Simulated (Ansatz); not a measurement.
Start from Ru in the hcp (Mg type) structure (space group P6_3/mmc, No. 194; a = 2.704 Å, c = 4.263 Å; relaxed with 0.1 eV smearing). Axes: x lies along a and z along c of the hexagonal cell.

Level of theory: r2SCAN (Ansatz, a first-principles code; PAW; 500 eV plane waves; spin-orbit coupling left out).

Modification: a pure shear with ε_xz = ε_zx = 0.0200; the atoms relax in the strained cell.

Problem. How does this affect the stress and energy relative to the base?

Solution. The stress (xx, yy, zz, yz, xz, xy; compression positive) amounts to (0.4, 0.3, 0.9, 0.0, -7.7, 0.0) GPa; the energy rises by 13 meV/atom.

No phonon test of stability was made. The final runs are not spin-polarised.
